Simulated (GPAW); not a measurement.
**How far to go with the k-point mesh at a smearing width of 0.05 eV: Cs (Im-3m, 1 atom in the cell)**

```
Cs
1.0
   -3.03475     3.03475     3.03475
    3.03475    -3.03475     3.03475
    3.03475     3.03475    -3.03475
Cs
1
Direct
  0.00000   0.00000   0.00000
```

Method of the run: PBEsol, GPAW PAW datasets PBEsol (made by gpaw-setup) (plane waves; GPAW).

Base settings: mode = pw; ecut = 550 eV; xc = PBEsol; kpts = 5 5 5; mesh shift (steps) = 0 0 0; occupations.name = methfessel-paxton; occupations.width = 0.1 eV; occupations.order = 0; nbands = -9; symmetry.symmorphic = false.

In this ladder: occupations.width = 0.05 eV.

The second cell is the first with its lattice scaled by 0.98.

Only quantities that move along the ladder and can be compared are tabulated.

The count of work is k-points × plane waves × bands × iterations; it is no time. 

The starting cell has typed, rounded lattice constants, without a prior relaxation at this level. Its lattice was rescaled by up to half a per cent.

| kpts | free energy less the last step's (meV/atom) | energy of the compressed cell less the first (meV/atom) | pressure (GPa) | count of work / last |
|---|---|---|---|---|
| 3 3 3 | -75.62 | -3.16 | -0.13 | 0.021 |
| 4 4 4 | 56.09 | -0.24 | -0.04 | 0.041 |
| 5 5 5 | -5.18 | -0.48 | -0.07 | 0.055 |
| 6 6 6 | 14.19 | 0.45 | -0.05 | 0.082 |
| 7 7 7 | -2.07 | 0.36 | -0.05 | 0.10 |
| 9 9 9 | -2.19 | 0.28 | -0.05 | 0.18 |
| 10 10 10 | 3.54 | 0.17 | -0.05 | 0.24 |
| 12 12 12 | 1.98 | 0.35 | -0.05 | 0.37 |
| 15 15 15 | -0.56 | -0.09 | -0.06 | 0.62 |
| 18 18 18 | 0.00 | 0.25 | -0.05 | 1.0 |

Coarsest kpts that holds the energy of the compressed cell less the first within 1 meV/atom of the last step, with all finer ones: 4 4 4, at 0.041 of the last step's count of work; the step before is off by 3.4 meV/atom.

Coarsest kpts that holds the pressure within 0.05 GPa of the last step, with all finer ones: 4 4 4, at 0.041 of the last step's count of work; the step before is off by 0.08 GPa.

Coarsest kpts that holds the free energy within 1 meV/atom: not settled: the last two steps still differ by 0.56 meV/atom, over half the tolerance, so the ladder does not show it.

The energy difference between the two cells stays within 1 meV/atom of the last step's from 4 4 4 on, the total only from 15 15 15 on: much of the error is common to both cells and cancels.

Two neighbours can agree and both be off: 7 7 7 and 9 9 9 differ by 0.12 meV/atom in the free energy, yet lie about 2.2 meV/atom from the last step.
